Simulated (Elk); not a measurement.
**A self-consistent single point of Li (R-3m, 3 atoms in the cell) with Elk**

Level of theory: PBEsol, all-electron FP-LAPW, Elk's shipped species files, default APW+lo basis in Elk.

The input file:

```
tasks
  0

xctype
  22

rgkmax
  7.0

stype
  0

swidth
  0.00183747

scale
  1.889726125

avec
    1.5505000643    0.8951819152    7.5882999663
   -1.5505000643    0.8951819152    7.5882999663
    0.0000000000   -1.7903629734    7.5883000674

sppath
  'species/'

atoms
  1   : nspecies
  'Li.in'   : spfname
  3   : natoms; atposl, bfcmt below
  0.0000000000  0.0000000000  0.0000000000    0.0 0.0 0.0
  0.2220000000  0.2220000000  0.2220000000    0.0 0.0 0.0
  0.7780000000  0.7780000000  0.7780000000    0.0 0.0 0.0

ngridk
  8 8 8
```

Output (repeated stretches shortened):

```
│ Elk code version 10.2.4 │

All units are atomic (Hartree, Bohr, etc.)

│ Ground-state run starting from atomic densities │

Lattice vectors :
   2.930020478       1.691648652       14.33980869
  -2.930020478       1.691648652       14.33980869
   0.000000000      -3.383295684       14.33980888

Unit cell volume      :    426.4570455
Brillouin zone volume :   0.5816534539

Muffin-tin inner radius fraction :   0.1000000000E-01

Nuclei treated as point charges

Species :    1 (Li)
 parameters loaded from : Li.in
 name : lithium
 nuclear charge    :   -3.000000000
 electronic charge :    3.000000000
 atomic mass :    12652.66897
 muffin-tin radius :    1.800000000
 number of radial points in muffin-tin :    297
 atomic positions (lattice), magnetic fields (Cartesian) :
   1 :   0.00000000  0.00000000  0.00000000    0.00000000  0.00000000  0.00000000
   2 :   0.22200000  0.22200000  0.22200000    0.00000000  0.00000000  0.00000000
   3 :  -0.22200000 -0.22200000 -0.22200000    0.00000000  0.00000000  0.00000000

Total number of atoms per unit cell :    3

Spin treatment :
 spin-unpolarised

Number of Bravais lattice symmetries :   12
Number of crystal symmetries         :   12
Crystal has inversion symmetry
Real symmetric eigensolver will be used

k-point grid :      8     8     8
k-point offset :    0.000000000       0.000000000       0.000000000
k-point set is reduced with full crystal symmetry group
Total number of k-points :       65

Muffin-tin radius times maximum |G+k| :    7.000000000
 using average radius
Maximum |G+k| for APW functions       :    3.888888889
Maximum (1/2)|G+k|²                   :    7.561728395
Maximum |G| for potential and density :    12.00000000
 potential will be trimmed for |G| > 2 gkmax
Constant for pseudocharge density :    5
Radial integration step length :    4

G-vector grid sizes :     60    60    60
Number of G-vectors :    12475

Maximum angular momentum used for
 APW functions                      :    8
 outer part of muffin-tin           :    6
 inner part of muffin-tin           :    1

Total nuclear charge    :   -9.000000000
Total core charge       :    0.000000000
Total valence charge    :    9.000000000
Total excess charge     :    0.000000000
Total electronic charge :    9.000000000

Effective Wigner radius, rₛ :    2.244819321

Number of empty states         :   12
Total number of valence states :   17
Total number of core states    :    0

Total number of local-orbitals :   15

Exchange-correlation functional :     22     0     0
 PBEsol, Phys. Rev. Lett. 100, 136406 (2008)
 gradient requirement :    1
 generalised gradient approximation (GGA)

Smearing type :    0
 Gaussian
Smearing width :   0.1837470000E-02
Effective electronic temperature (K) :    580.2271348

Mixing type :    3
 Broyden mixing, J. Phys. A: Math. Gen. 17, L317 (1984)

Kohn-Sham potential initialised from atomic data

│ Self-consistent loop started │
│ Loop number : 1 │
 total energy                :     -22.3890113563
│ Loop number : 2 │
 total energy                :     -22.3890220904
RMS change in Kohn-Sham potential (target) :    22.30468025     (  0.1000000000E-05)
Absolute change in total energy (target)   :   0.1073403293E-04 (  0.1000000000E-03)
│ Loop number : 3 │
 total energy                :     -22.3916254465
RMS change in Kohn-Sham potential (target) :    11.22801959     (  0.1000000000E-05)
Absolute change in total energy (target)   :   0.2606039615E-02 (  0.1000000000E-03)
│ Loop number : 4 │
 total energy                :     -22.3930859988
RMS change in Kohn-Sham potential (target) :    3.822133935     (  0.1000000000E-05)
Absolute change in total energy (target)   :   0.2112062237E-02 (  0.1000000000E-03)
│ Loop number : 5 │
 total energy                :     -22.4004293372
RMS change in Kohn-Sham potential (target) :    1.055935700     (  0.1000000000E-05)
Absolute change in total energy (target)   :   0.7871354017E-02 (  0.1000000000E-03)
│ Loop number : 6 │
 total energy                :     -22.3979666903
RMS change in Kohn-Sham potential (target) :   0.4383370163     (  0.1000000000E-05)
Absolute change in total energy (target)   :   0.4948084219E-03 (  0.1000000000E-03)
│ Loop number : 7 │
 total energy                :     -22.3927275254
RMS change in Kohn-Sham potential (target) :   0.4476335849E-01 (  0.1000000000E-05)
Absolute change in total energy (target)   :   0.5362867005E-02 (  0.1000000000E-03)
│ Loop number : 8 │
 total energy                :     -22.3923965230
RMS change in Kohn-Sham potential (target) :   0.1401902285E-01 (  0.1000000000E-05)
Absolute change in total energy (target)   :   0.1671719159E-02 (  0.1000000000E-03)
│ Loop number : 9 │
 total energy                :     -22.3925123718
RMS change in Kohn-Sham potential (target) :   0.5840976015E-02 (  0.1000000000E-05)
Absolute change in total energy (target)   :   0.3020809780E-03 (  0.1000000000E-03)
│ Loop number : 10 │
 total energy                :     -22.3925796070
RMS change in Kohn-Sham potential (target) :   0.1669350670E-02 (  0.1000000000E-05)
Absolute change in total energy (target)   :   0.8285070312E-05 (  0.1000000000E-03)
│ Loop number : 11 │
 total energy                :     -22.3925927109
RMS change in Kohn-Sham potential (target) :   0.4425188499E-03 (  0.1000000000E-05)
Absolute change in total energy (target)   :   0.1103266541E-04 (  0.1000000000E-03)
│ Loop number : 12 │
 total energy                :     -22.3925929260
RMS change in Kohn-Sham potential (target) :   0.5095475378E-03 (  0.1000000000E-05)
Absolute change in total energy (target)   :   0.2973265591E-05 (  0.1000000000E-03)
│ Loop number : 13 │
 total energy                :     -22.3925916309
RMS change in Kohn-Sham potential (target) :   0.3312107164E-03 (  0.1000000000E-05)
Absolute change in total energy (target)   :   0.5518666342E-06 (  0.1000000000E-03)
│ Loop number : 14 │
 total energy                :     -22.3925901696
RMS change in Kohn-Sham potential (target) :   0.1323207533E-03 (  0.1000000000E-05)
Absolute change in total energy (target)   :   0.1599201553E-05 (  0.1000000000E-03)
│ Loop number : 15 │
 total energy                :     -22.3925893961
RMS change in Kohn-Sham potential (target) :   0.3061696909E-04 (  0.1000000000E-05)
Absolute change in total energy (target)   :   0.1173298603E-05 (  0.1000000000E-03)
│ Loop number : 16 │
 total energy                :     -22.3925891677
RMS change in Kohn-Sham potential (target) :   0.3919556190E-05 (  0.1000000000E-05)
Absolute change in total energy (target)   :   0.5217003860E-06 (  0.1000000000E-03)
│ Loop number : 17 │
 total energy                :     -22.3925891375
RMS change in Kohn-Sham potential (target) :   0.3024643080E-05 (  0.1000000000E-05)
Absolute change in total energy (target)   :   0.1606954037E-06 (  0.1000000000E-03)
│ Loop number : 18 │
 total energy                :     -22.3925891458
RMS change in Kohn-Sham potential (target) :   0.3703302897E-06 (  0.1000000000E-05)
Absolute change in total energy (target)   :   0.3181913755E-07 (  0.1000000000E-03)
Convergence targets achieved

│ Loop number : 19 │

Energies :
 Fermi                       :     0.591353201061E-02
 sum of eigenvalues          :     -10.2210452655
 electron kinetic            :      22.1234086251
 core electron kinetic       :      0.00000000000
 Coulomb                     :     -39.1299617126
 Coulomb potential           :     -25.3599800814
 nuclear-nuclear             :     -6.75484978375
 electron-nuclear            :     -39.3902437763
 Hartree                     :      7.01513184744
 Madelung                    :     -26.4499716719
 xc potential                :     -6.98447380929
 exchange                    :     -5.11772947836
 correlation                 :    -0.268306578943
 total energy                :     -22.3925891447

Density of states at Fermi energy :    51.69723903
 (states/Hartree/unit cell)

Estimated indirect band gap :   0.5329913064E-03
 from k-point      5 to k-point     41
Estimated direct band gap   :   0.8426810517E-02
 at k-point     55

Charges :
 core                        :    0.000000000
 valence                     :    9.000000000
 interstitial                :    2.661687054
 muffin-tins (core leakage)
  species :    1 (Li)
   atom    1                 :    2.112492750     (   0.000000000    )
   atom    2                 :    2.112910098     (   0.000000000    )
   atom    3                 :    2.112910098     (   0.000000000    )
 total in muffin-tins        :    6.338312946
 total calculated charge     :    9.002057956
 total charge                :    9.000000000
 error                       :   0.2057956325E-02

│ Self-consistent loop stopped │
```

The run converged in 19 iterations. The count includes the last loop, which Elk runs after its targets are met.

The starting cell comes from a database of published, mostly measured structures (it also holds non-ambient and calculated ones), without a prior relaxation at this level. Values depend on the basis (sphere radii, cutoffs, local orbitals), which need not be converged. The log's line on a gap gives a spacing of levels on this mesh, which the program prints for metals too.

Cost on one core of a shared machine: roughly 2 min.
